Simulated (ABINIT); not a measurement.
Worked example: self-consistent single point of NiAl (Pm-3m, 2 atoms in the cell) in ABINIT.

Method of the run: PBE, norm-conserving pseudopotentials (PseudoDojo nc-sr-05 PBE standard) (plane waves; ABINIT 10.0.3).

The change in words: lattice scaled by 0.98. Reference geometry:
```yaml
crystal:
  lattice:
    - [2.90994, 0.00000, 0.00000]
    - [0.00000, 2.90994, 0.00000]
    - [0.00000, 0.00000, 2.90994]
  atoms:
    - { symbol: Al, position: [0.50000, 0.50000, 0.50000] }
    - { symbol: Ni, position: [0.00000, 0.00000, 0.00000] }
```

Reference input (self-consistent single point, DFT, PBE, plane waves, norm-conserving pseudopotentials (PseudoDojo nc-sr-05 PBE standard)): pseudos = [Al.upf, Ni.upf]; ecut = 98 Ry; occopt = 7; tsmear = 0.00367493 Ha; ngkpt = 8 8 8; nshiftk = 1; shiftk = 0 0 0; potentials = PseudoDojo nc-sr-05 PBE standard; nband = 16; kptopt = 1; nstep = 80; tolvrs = 1e-12. This run's input differs from it in these lines:

```diff
@@ -5,5 +5,5 @@
 rprim
-         5.4989915288    0.0000000000    0.0000000000
-         0.0000000000    5.4989915288    0.0000000000
-         0.0000000000    0.0000000000    5.4989915288
+         5.3890113581    0.0000000000    0.0000000000
+         0.0000000000    5.3890113581    0.0000000000
+         0.0000000000    0.0000000000    5.3890113581
 natom 2
```

Output (repeated stretches shortened):

```
--- !BeginCycle
solver: {iscf: 7, nstep: 80, nline: 4, wfoptalg: 0, }
tolerances: {tolvrs: 1.00E-12, }
...

     iter   Etot(hartree)      deltaE(h)  residm     vres2
 ETOT  1  -169.74914976024    -1.697E+02 4.501E-01 1.042E+01
 ETOT  2  -169.95098327750    -2.018E-01 1.189E-01 8.908E+02
 ETOT  3  -170.05976670429    -1.088E-01 7.283E-02 4.310E+02
 ETOT  4  -170.10946588024    -4.970E-02 1.354E-03 2.034E+02
 ETOT  5  -170.15299108879    -4.353E-02 1.209E-03 1.119E+01
   [... 4 lines left out ...]
 ETOT 10  -170.15547180785    -4.985E-10 7.009E-04 2.044E-10
 ETOT 11  -170.15547180785     1.137E-13 2.625E-04 2.714E-11
 ETOT 12  -170.15547180785     1.904E-12 5.146E-04 1.712E-12
 ETOT 13  -170.15547180786    -7.418E-12 1.737E-04 1.318E-16
 At SCF step   13       vres2   =  1.32E-16 < tolvrs=  1.00E-12 =>converged.

 Cartesian components of stress tensor (hartree/bohr^3)
  sigma(1 1)= -2.56434219E-04  sigma(3 2)=  0.00000000E+00
  sigma(2 2)= -2.56434219E-04  sigma(3 1)=  0.00000000E+00
  sigma(3 3)= -2.56434219E-04  sigma(2 1)=  0.00000000E+00

 ----iterations are completed or convergence reached----

 reduced coordinates (array xred) for    2 atoms
       0.500000000000      0.500000000000      0.500000000000
       0.000000000000      0.000000000000      0.000000000000
 cartesian forces (eV/Angstrom) at end:
    1     -0.00000000000000    -0.00000000000000    -0.00000000000000
    2     -0.00000000000000    -0.00000000000000    -0.00000000000000
 frms,max,avg= 0.0000000E+00 0.0000000E+00   0.000E+00  0.000E+00  0.000E+00 e/A
   [... lines left out ...]
 Fermi (or HOMO) energy (eV) =  10.51203   Average Vxc (eV)= -12.29643
   [... lines left out ...]
total_energy        : -1.70155471807858E+02
total_energy_eV     : -4.63016585924303E+03
band_energy         : -1.50581663837676E+01
...

-Cartesian components of stress tensor (GPa)         [Pressure=  7.5446E+00 GPa]
- sigma(1 1)= -7.54455394E+00  sigma(3 2)=  0.00000000E+00
- sigma(2 2)= -7.54455394E+00  sigma(3 1)=  0.00000000E+00
- sigma(3 3)= -7.54455394E+00  sigma(2 1)=  0.00000000E+00

 Calculation completed.
```

The run converged in 13 iterations. Against the reference run the free energy goes up by 9.8 meV/atom and the pressure goes from -2.71 to 7.54 GPa.

The starting cell has typed, rounded lattice constants, without a prior relaxation at this level. Its lattice was rescaled by a random factor within 2.5 % of one. For this run, on top of that: lattice scaled by 0.98. Spin polarisation is off. With a pressure of about 8 GPa the cell is away from its equilibrium volume at this level.

Cost on one core of a shared machine: roughly 60 s.
